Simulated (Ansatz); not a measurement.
The starting structures come from a database of crystals and need not be the phases stable at ambient conditions.

Tunnelling through a barrier is set by its complex band structure: the current falls as exp(−2κd) with the smallest κ.

Given:

```xyz
12
Lattice="6.6823 0.0000 0.0000 0.0000 6.6929 0.0000 3.3411 -3.3465 7.5217" Properties=species:S:1:pos:R:3 pbc="T T T"
K      8.4314     3.3465     4.8543
K      1.5920     0.0000     2.6673
K      5.0903     3.3465     2.6673
K      4.9331     0.0000     4.8543
Na     0.0000     1.6732     0.0000
Na     0.0000     5.0197     0.0000
In     3.3411     5.0197     0.0000
In     3.3411     1.6732     0.0000
P      1.9031     3.3465     1.4926
P      8.1203     0.0000     6.0291
P      5.2442     3.3465     6.0291
P      4.7792     0.0000     1.4926
```

The cell is taken as given; by r2SCAN it stands under a pressure of -0.9 GPa.

Transport runs along the normal of the first two printed cell vectors.

The gap is the functional's own. No spin-orbit coupling. Mid-gap values are those at the computed energy nearest the middle.

Compute, with r2SCAN (Ansatz, a first-principles code), the band gap and the smallest decay constant κ at mid-gap.

Gap 1.49 eV on a 6×6×6 mesh; κ = 0.153 1/Å, at the zone centre.
